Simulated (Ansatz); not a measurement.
An Ansatz (a program for electronic structure) input for (Ta,Nb)ON alloy cell NbTa3N4O4 (baddeleyite start):

Ansatz 0.2 input:
```yaml
crystal:
  lattice:
    - [4.129232395, 0.000003447, 5.140890496]
    - [-5.005069296, 5.061784722, 0.007094595]
    - [-5.004809561, -5.061529644, 0.006878515]
  atoms:
    - { symbol: Ta, position: [0.716682091, 0.938691053, 0.484658385] }
    - { symbol: Nb, position: [0.718788731, 0.438234722, 0.984812449] }
    - { symbol: Ta, position: [0.28378101, 0.561491952, 0.013856135] }
    - { symbol: Ta, position: [0.283833199, 0.061839339, 0.515477996] }
    - { symbol: Ta, position: [0.783627732, 0.015332891, 0.061669776] }
    - { symbol: Nb, position: [0.780915976, 0.51519805, 0.561477654] }
    - { symbol: Ta, position: [0.215516122, 0.484748726, 0.438139305] }
    - { symbol: Ta, position: [0.216891761, 0.985894486, 0.93848713] }
    - { symbol: N, position: [0.978460584, 0.139660123, 0.395079996] }
    - { symbol: N, position: [0.977893554, 0.639046879, 0.894393323] }
    - { symbol: N, position: [0.022584831, 0.360061766, 0.104426602] }
    - { symbol: N, position: [0.021741983, 0.861654482, 0.605279364] }
    - { symbol: N, position: [0.521575359, 0.605363392, 0.360999387] }
    - { symbol: N, position: [0.522112541, 0.105190211, 0.860393155] }
    - { symbol: N, position: [0.478121307, 0.895243587, 0.139136379] }
    - { symbol: N, position: [0.477653612, 0.395063073, 0.639224201] }
    - { symbol: O, position: [0.348075664, 0.80542858, 0.481274853] }
    - { symbol: O, position: [0.347142295, 0.304494296, 0.981383171] }
    - { symbol: O, position: [0.651631529, 0.69488269, 0.019260972] }
    - { symbol: O, position: [0.651507592, 0.194127665, 0.519634697] }
    - { symbol: O, position: [0.153084011, 0.518792267, 0.695367953] }
    - { symbol: O, position: [0.151614828, 0.018480504, 0.194661785] }
    - { symbol: O, position: [0.847797156, 0.980461858, 0.805529148] }
    - { symbol: O, position: [0.848966558, 0.480617411, 0.305376193] }
basis:
  ecutwfc: 420
  ecutrho_ratio: 4
  xc_grid: 2
kpoints:
  mp_grid: { grid: [4, 4, 4] }
hamiltonian:
  xc: pbe
  dispersion: none
  pseudopotentials: { kind: paw }
scf:
  n_extra_bands: 32
  occupations: { method: fermi_dirac, width: 0.01 }
output:
  eigenstates:
    kpoints:
      - [0.0, 0.0, 0.0]
      - [-0.5, -0.5, -0.5]
      - [0.0, -0.5, -0.5]
      - [-0.5, 0.0, 0.0]
    e_range: [-5, 6]
    localisation: true
  eigenvalues: true
magnetization:
  noncollinear: true
  spin_orbit: true
```

Method: PBE with spin-orbit coupling (plane waves to 420 eV, PAW; Ansatz). The runs are not spin-polarised. Its k-point mesh 4×4×4, Fermi–Dirac width 0.01 eV.

Problem. Write the closing report of this run, without the band table and long remarks, to eight decimals at most.

Solution. 
```
SCF converged after 13 iterations
Magnetization: |M| = 0.0000 μB,  M = (+0.0000, +0.0000, +0.0000) μB
Absolute magnetization: 0.0000 μB (∫|m|)
  site 0: m = (+0.0000, +0.0000, +0.0000) μB, |m| = 0.0000 μB  (R = 0.83 Å)
  site 1: m = (+0.0000, +0.0000, +0.0000) μB, |m| = 0.0000 μB  (R = 0.83 Å)
  site 2: m = (+0.0000, +0.0000, +0.0000) μB, |m| = 0.0000 μB  (R = 0.83 Å)
  site 3: m = (+0.0000, +0.0000, +0.0000) μB, |m| = 0.0000 μB  (R = 0.83 Å)
  site 4: m = (+0.0000, +0.0000, +0.0000) μB, |m| = 0.0000 μB  (R = 0.83 Å)
  site 5: m = (+0.0000, +0.0000, +0.0000) μB, |m| = 0.0000 μB  (R = 0.83 Å)
  site 6: m = (+0.0000, +0.0000, +0.0000) μB, |m| = 0.0000 μB  (R = 0.83 Å)
  site 7: m = (+0.0000, +0.0000, +0.0000) μB, |m| = 0.0000 μB  (R = 0.83 Å)
  site 8: m = (+0.0000, +0.0000, +0.0000) μB, |m| = 0.0000 μB  (R = 0.85 Å)
  site 9: m = (+0.0000, +0.0000, +0.0000) μB, |m| = 0.0000 μB  (R = 0.85 Å)
  site 10: m = (+0.0000, +0.0000, +0.0000) μB, |m| = 0.0000 μB  (R = 0.85 Å)
  site 11: m = (+0.0000, +0.0000, +0.0000) μB, |m| = 0.0000 μB  (R = 0.85 Å)
  site 12: m = (+0.0000, +0.0000, +0.0000) μB, |m| = 0.0000 μB  (R = 0.85 Å)
  site 13: m = (+0.0000, +0.0000, +0.0000) μB, |m| = 0.0000 μB  (R = 0.85 Å)
  site 14: m = (+0.0000, +0.0000, +0.0000) μB, |m| = 0.0000 μB  (R = 0.85 Å)
  site 15: m = (+0.0000, +0.0000, +0.0000) μB, |m| = 0.0000 μB  (R = 0.85 Å)
  site 16: m = (+0.0000, +0.0000, +0.0000) μB, |m| = 0.0000 μB  (R = 0.83 Å)
  site 17: m = (+0.0000, +0.0000, +0.0000) μB, |m| = 0.0000 μB  (R = 0.83 Å)
  site 18: m = (+0.0000, +0.0000, +0.0000) μB, |m| = 0.0000 μB  (R = 0.83 Å)
  site 19: m = (+0.0000, +0.0000, +0.0000) μB, |m| = 0.0000 μB  (R = 0.83 Å)
  site 20: m = (+0.0000, +0.0000, +0.0000) μB, |m| = 0.0000 μB  (R = 0.83 Å)
  site 21: m = (+0.0000, +0.0000, +0.0000) μB, |m| = 0.0000 μB  (R = 0.83 Å)
  site 22: m = (+0.0000, +0.0000, +0.0000) μB, |m| = 0.0000 μB  (R = 0.83 Å)
  site 23: m = (+0.0000, +0.0000, +0.0000) μB, |m| = 0.0000 μB  (R = 0.83 Å)
Free energy (F): -76471.910955 eV
Harris-Foulkes:  -76471.910955 eV  (|F-HF|=6.91e-9)
Internal energy: -76471.910955 eV  (E = F + TS)
E sigma→0 (E₀):  -76471.910955 eV
Fermi energy:    13.927778 eV
--- Per-component energies (eV) ---
  E_band       = -962.728846
  E_kinetic    = 5422.719756
  E_local      = -9449.603782  (includes V_loc(G=0)·N_el)
  E_nonlocal   = 1041.108953
  E_hartree    = 3180.741934
  E_xc         = -2732.308573
  E_vxc        = -3015.085411  (∫ρ·V_xc dr)
  E_paw        = -58923.037574  (= ΣΔE_a)
  E_vpaw       = -1323.372854  (= ΣTr[D̂ρ^β])
  E_aug_tail   = 0.021406  (compensation charges beyond the density's cutoff)
  E_ewald      = -15011.553076
  E_smearing   = 0.000000  (= −TS)
  E_closure    = 0.000000  (closes the sum)
  Σ components = -76471.910955   (vs F -76471.910955, Δ=0.00e0)
```

Cost: very roughly 29 core-minutes.
